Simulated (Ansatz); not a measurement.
Take MgO in the rock salt structure (space group Fm-3m, No. 225; a = 4.214 Å) as the base. Axes: x, y, z lie along the cube axes.

Method: plane-wave PAW DFT at the PBEsol level (Ansatz, a quantum-chemistry and plane-wave program, 420 eV), no spin-orbit coupling.

Base values:

The volume per atom is 9.35 Å³.

It is then changed as follows: biaxial strain +1.98 %, plane normal [110], relaxed out of plane (Cartesian); in-plane vectors clamped, the third vector and the atoms free.

Q: What does the calculation give for the volume per atom after the change?

A: The volume per atom grows by 0.302 Å³ to 9.66 Å³.

Q: What happens to the in-plane stress?

A: The mean in-plane stress (compression positive) is -6.9 GPa.

A biaxial case was relaxed in a doubled cell and then solved in the primitive one. No phonon test of stability was made.
